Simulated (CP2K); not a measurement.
CP2K run on GaSb (F-43m, 2 atoms in the cell): self-consistent single point.

Computed with PBE, GPW, DZVP-MOLOPT-SR-GTH basis, GTH-PBE potentials (GTH_POTENTIALS) run with CP2K.

The change in words: lattice scaled by 0.98. Reference geometry:
```yaml
crystal:
  lattice:
    - [4.31335, 0.00000, 0.00000]
    - [2.15668, 3.73547, 0.00000]
    - [2.15668, 1.24516, 3.52184]
  atoms:
    - { symbol: Ga, position: [0.00000, 0.00000, 0.00000] }
    - { symbol: Sb, position: [0.25000, 0.25000, 0.25000] }
```

Reference input (self-consistent single point, DFT PBE, GPW, DZVP-MOLOPT-SR-GTH basis, GTH-PBE potentials (GTH_POTENTIALS)): CUTOFF = 600 Ry; REL_CUTOFF = 50 Ry; SMEAR/METHOD = FERMI_DIRAC; ELECTRONIC_TEMPERATURE = 116.05 K; KPOINTS/SCHEME = MONKHORST-PACK 8 8 8; GAMMA_CENTERED = T; XC_FUNCTIONAL = PBE; Ga/BASIS_SET = DZVP-MOLOPT-SR-GTH-q13; Ga/POTENTIAL = GTH-PBE-q13; Sb/BASIS_SET = DZVP-MOLOPT-SR-GTH-q5; Sb/POTENTIAL = GTH-PBE-q5; METHOD = GPW. This run's input differs from it in these lines:

```diff
@@ -63,5 +63,5 @@
     &CELL
-      A 4.31335100 0.00000000 0.00000000
-      B 2.15667600 3.73547200 0.00000000
-      C 2.15667600 1.24515700 3.52183700
+      A 4.22708400 0.00000000 0.00000000
+      B 2.11354200 3.66076200 0.00000000
+      C 2.11354200 1.22025400 3.45140000
       PERIODIC XYZ
@@ -70,3 +70,3 @@
       Ga       0.00000000     0.00000000     0.00000000
-      Sb       2.15667575     1.24515725     0.88045925
+      Sb       2.11354200     1.22025400     0.86285000
     &END COORD
```

The program printed (abridged):

```
 SCF WAVEFUNCTION OPTIMIZATION

  Step     Update method      Time    Convergence         Total energy    Change
     1 NoMix/Diag. 0.20E+00      -     1.03197177       -80.2444462958 -8.02E+01
     2 Broy./Diag. 0.20E+00      -     0.01583944       -80.2001340183  4.43E-02
     3 Broy./Diag. 0.20E+00      -     0.04601141       -80.1246401043  7.55E-02
     4 Broy./Diag. 0.20E+00      -     0.02564956       -80.1000141635  2.46E-02
     5 Broy./Diag. 0.20E+00      -     0.00380607       -80.1266709450 -2.67E-02
     6 Broy./Diag. 0.20E+00      -     0.00131751       -80.1267227574 -5.18E-05
   [... 3 lines left out ...]
    10 Broy./Diag. 0.20E+00      -     0.00002242       -80.1257208450 -6.67E-05
    11 Broy./Diag. 0.20E+00      -     0.00000022       -80.1257362170 -1.54E-05
    12 Broy./Diag. 0.20E+00      -     0.00000083       -80.1257370423 -8.25E-07
    13 Broy./Diag. 0.20E+00      -     0.00000002       -80.1257368770  1.65E-07
  *** SCF run converged in    13 steps ***

  Overlap energy of the core charge distribution:               0.00000000952861
  Self energy of the core charge distribution:               -109.24708712211485
  Core Hamiltonian energy:                                     31.80610768030795
  Hartree energy:                                               8.95288002165074
  Exchange-correlation energy:                                -11.63763746637438
  Electronic entropic energy:                                  -0.00000000000002
  Fermi energy:                                                 0.17872263046405

  Total energy:                                               -80.12573687700194
  Total energy (extrapolated to T->0):                        -80.12573687700193

                     Mulliken Population Analysis

   [... lines left out ...]

 STRESS| Analytical stress tensor [bar]
 STRESS|                        x                   y                   z
 STRESS|      x        7.58389974259E+04   1.44706777208E+01   1.02323297934E+01
 STRESS|      y        1.44706777208E+01   7.58222701164E+04   5.92211275629E+00
 STRESS|      z        1.02323297934E+01   5.92211275629E+00   7.58178902015E+04
 STRESS| 1/3 Trace                                             7.58263859146E+04
```

The run converged in 13 iterations. Against the reference run the free energy goes up by 55.8 meV/atom, the pressure goes from 3.35 to 7.58 GPa and the gap on the mesh goes from 0.137 to 0.566 eV.

The starting cell has typed, rounded lattice constants, without a prior relaxation at this level. For this run, on top of that: lattice scaled by 0.98. Spin-orbit coupling is off. Values carry the incompleteness of an atom-centred basis. With a pressure of about 8 GPa the cell is away from its equilibrium volume at this level.
